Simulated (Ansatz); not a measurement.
System: TaN (P-62m, No. 189). Method: r²SCAN in Ansatz (PAW).

Numerical settings: plane-wave cutoff 600 eV, 12×12×14 k mesh (along the axes of the cell as run), Fermi–Dirac smearing 0.1 eV, finite displacements, scalar-relativistic PAW data made under PBE.

Computed at the level's own relaxed cell.

```yaml
crystal:
  lattice:
    - [5.20065, 0.00000, 0.00000]
    - [-2.60032, 4.50389, 0.00000]
    - [0.00000, 0.00000, 2.90914]
  atoms:
    - { symbol: Ta, position: [0.33333, 0.66667, 0.50000] }
    - { symbol: Ta, position: [0.66667, 0.33333, 0.50000] }
    - { symbol: Ta, position: [0.00000, 0.00000, 0.00000] }
    - { symbol: N, position: [0.39232, 0.00000, 0.00000] }
    - { symbol: N, position: [0.60768, 0.60768, 0.00000] }
    - { symbol: N, position: [0.00000, 0.39232, 0.00000] }
```

Harmonic phonon frequencies (cm⁻¹; i marks an imaginary mode; at Γ without the LO shift):

```json
[
 {"q point": "Γ", "frequencies": "0 0 0 149 186 190 190 229 229 574 574 589 592 592 623 657 657 696"}
]
```

Ansatz is a program for electronic structure.
